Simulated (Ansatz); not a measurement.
Base system: BP in the zinc blende structure (space group F-43m, No. 216; a = 4.548 Å).

It is then changed as follows: full substitution B → In, then cell and atoms are relaxed.

Calculations: Ansatz (a program for electronic structure), PBE, PAW, cutoff 420 eV, without spin-orbit coupling, earlier PAW set.

Base, band edges from the VBM (valence, conduction): X -4.09, 1.35; W -5.43, 5.33; L -1.75, 3.74; Γ 0.00, 3.39; K -3.48, 2.16; U -3.48, 2.16 eV.

Problem. Give the band edges at the high-symmetry points of the new zone, measured from its valence-band maximum.

Solution. 
| point | valence edge (eV) | conduction edge (eV) |
|---|---|---|
| Γ | 0.00 | 0.44 |
| X | -2.16 | 1.85 |
| U | -1.80 | 2.38 |
| K | -1.80 | 2.38 |
| L | -0.90 | 1.38 |
| W | -2.69 | 4.17 |

The gap is 0.44 eV, direct at Γ.

No phonon test of stability was made.
